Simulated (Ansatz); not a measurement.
Take BaTiO₃ in the cubic perovskite structure (space group Pm-3m, No. 221; a = 3.9940 Å) as the base.

The values are results of r2SCAN/PAW in Ansatz (an electronic-structure program), no spin-orbit coupling, not measurements.

Modification: every Ti is replaced by Zr; the structure is relaxed again.

Measured band gap: BaTiO3 3.2 eV (temperature not stated; as listed in Yu-ichiro Matsushita, Kazuma Nakamura, Atsushi Oshiyama, Physical Review B (2011)); BaZrO3 5.3 eV (temperature not stated; as listed in Anders Lindman, Paul Erhart, Göran Wahnström, Physical Review B (2015)).

How well does r2SCAN reproduce the measured shift?

With r2SCAN the band gap moves by +1.56 eV (2.17 → 3.73) against +2.10 eV measured.

Stability against distortions was not tested. All final runs are without spin polarisation. Many cubic perovskites are stable only at high temperature; tilts and polar distortions were not tested. This is not the structure that BaTiO3 has at room temperature and ambient pressure.
